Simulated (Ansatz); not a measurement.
YSi (Cmcm), Ansatz (a quantum-chemistry and plane-wave program) with PBEsol, DFPT electron-phonon coupling, linearised Boltzmann equation: phonon-limited resistivity 66.9 μΩ·cm at 300 K along x (a = (2.12, -5.23, 0.00) Å; b = (2.12, 5.23, 0.00) Å; c = (0.00, 0.00, 3.80) Å), 93.2 μΩ·cm at 400 K, current-weighted mean free path 8.2 nm.

Q: Estimate the electronic thermal conductivity at 300 K by the Wiedemann-Franz law (L₀ = 2.44×10⁻⁸ W·Ω/K²).

A: L₀T/ρ = 2.44×10⁻⁸ × 300/(66.9×10⁻⁸) = 10.9 W/(m·K). Inelastic scattering puts the true Lorenz number somewhat under L₀ near and below the Debye temperature.

Q: What is the classical skin depth at 10 GHz (nonmagnetic, μ₀ = 1.257×10⁻⁶ H/m)?

A: δ = √(ρ/(π f μ₀)) = 4120 nm.

Q: Estimate the resistivity of a 40 nm square wire with diffuse walls from ρ ≈ ρ₀(1 + 3ℓ/4d).

A: 1 + 0.75 × 8.2/40 = 1.15, so ρ ≈ 77.2 μΩ·cm and a line 1 μm long has 482 Ω. The formula is the free-electron limit for d well above ℓ; grain boundaries add to it.

A metal at this level (no band gap). Only scattering by harmonic phonons is included (no impurities, grain boundaries, electron-electron scattering or thermal expansion). Spin-orbit coupling is left out. Halving the electron mesh (24x24x24) moves the resistivity by up to 8 % at 300 K, the mean free path by up to 4 %. Smearing 0.20 eV; phonons on a 4x4x4 q mesh, which this run doesn't test.
